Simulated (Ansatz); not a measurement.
Several settings converged on Se (P3_121, 3 atoms in the cell)

```
CELL_PARAMETERS angstrom
      2.19156    -3.79589     0.00000
      2.19156     3.79589     0.00000
      0.00000     0.00000     4.96485
ATOMIC_POSITIONS crystal
  Se 0.00000 0.22500 0.66667
  Se 0.77500 0.77500 0.00000
  Se 0.22500 0.00000 0.33333
```

Base method: LDA (PW92), default PAW files made with PBE (plane waves; Ansatz, a first-principles code).

Base settings: basis.ecutwfc = 420 eV; kpoints.mp_grid.grid = 7 7 5; hamiltonian.xc = lda; hamiltonian.pseudopotentials = {kind: paw} (the program's default PAW files); scf.occupations.method = fermi_dirac; scf.occupations.width = 0.01 eV.

The count of work is k-points × plane waves × bands × iterations; it is no time. Core times come from one kind of shared machine, to one figure; runs under 30 s give none.

**Zone-centre phonons against the cutoff**

In this ladder: scf.occupations.method = fixed; scf.occupations.width = default; phonons.method = dfpt; phonons.dielectric = true; phonons.rigid_motions = translations.

The mesh stays at the base's, so the ladder's end is converged at best in this setting alone.

Frequencies are those of the unrelaxed cell, without the LO-TO term of polar crystals.

Only quantities that move along the ladder and can be compared are tabulated.

ε∞ and Born charges come from denser meshes that the program picks itself.

| basis.ecutwfc | highest zone-centre frequency (cm⁻¹) | lowest optical frequency (cm⁻¹) | mean ε∞ | core time / last (rough) |
|---|---|---|---|---|
| 210 eV | 224.7 | 94.9 | 11.551 | 0.6 |
| 250 eV | 227.1 | 86.8 | 11.554 | 0.5 |
| 295 eV | 229.8 | 94.6 | 11.538 | 0.5 |
| 355 eV | 228.1 | 94.8 | 11.531 | 0.5 |
| 420 eV | 228.0 | 94.8 | 11.530 | 0.6 |
| 630 eV | 227.9 | 94.8 | 11.529 | 1 |

Coarsest basis.ecutwfc that holds the lowest optical frequency within 2 cm⁻¹ of the last step, with all finer ones: 295 eV; the step before is off by 8.0 cm⁻¹.

Coarsest basis.ecutwfc that holds the highest zone-centre frequency within 1 cm⁻¹ of the last step, with all finer ones: 355 eV; the step before is off by 1.9 cm⁻¹.

Coarsest basis.ecutwfc that holds the mean ε∞ within 0.02 of the last step, with all finer ones: 295 eV; the step before is off by 0.025.

**The size of a vacancy's supercell**

On Se (P3_121, 6 atoms in the cell), and larger cells.

Steps: 2 x 1 x 1 supercell, one Se atom taken out, nothing relaxed; 2 x 2 x 1 supercell, one Se atom taken out, nothing relaxed; and so on, with the mesh thinned in proportion.

Only quantities that move along the ladder and can be compared are tabulated.

```csv
atoms,unrelaxed vacancy energy (eV),count of work / last
6,1.475,0.43
12,1.594,0.39
24,1.739,1.0
```

Smallest size that holds the unrelaxed vacancy energy within 0.1 eV: not settled: the last two steps still differ by 0.14 eV, over half the tolerance, so the ladder does not show it.

On the base run: the starting cell has typed, rounded lattice constants, without a prior relaxation at this level. Its lattice was rescaled by up to half a per cent.

Left out of this page: 1 run of the series stopped by limits of time or memory.

Keys are those of Ansatz 0.2.
